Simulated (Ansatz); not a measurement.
Given:

End structure of the (210) surface of rock-salt NbN (a high-symmetry phase, unstable at 0 K and held by its symmetry) in its 1x1 cell (cut with top plane N + Nb, bottom plane N + Nb), outermost plane spacing 0.99 Å in the ideal cut:

```xyz
22
Lattice="4.4216 0.0000 0.0000 -2.2108 4.9435 0.0000 0.0000 0.0000 26.0000" Properties=species:S:1:pos:R:3 pbc="T T T"
N      2.2116     2.9627     8.0274
Nb     0.0008     2.9687     8.3018
N      0.0009     1.0227     8.8061
Nb     2.2119     1.1814     9.1402
N      0.0001     4.0333    10.0726
Nb     2.2109     4.2158     9.8060
N      2.2094     2.1204    10.9815
Nb    -0.0014     1.9640    10.9702
N      0.0058    -0.0424    11.9139
Nb     2.2161     0.1198    12.0535
N      0.0000     2.9661    13.0000
Nb     2.2108     2.9661    13.0000
N      2.2050     1.0311    14.0861
Nb    -0.0053     0.8689    13.9465
N      2.2122     3.8118    15.0185
Nb     0.0014     3.9682    15.0298
N     -0.0001     1.8989    15.9274
Nb     2.2107     1.7164    16.1940
N      2.2099    -0.0340    17.1939
Nb    -0.0011    -0.1927    16.8598
N      2.2100     2.9695    17.9726
Nb    -0.0008     2.9635    17.6982
```

Model: 22-atom slab, N11Nb11, 9.9 Å thick at the start (thin: gaps and levels are the slab's own), 9x8x1 mesh, Fermi-Dirac 0.1 eV, dipole correction, all atoms relaxed; held to the part of the start's symmetry that mesh and held atoms allow; no spin, no spin-orbit, no U.

**Question.** What is the computed surface energy (mean of both faces) (PBE (Ansatz, a quantum-chemistry and plane-wave program))?

**Answer.** 1.51 J/m²

**Question.** What is the computed work function of the top face (PBE)?

**Answer.** 3.42 eV
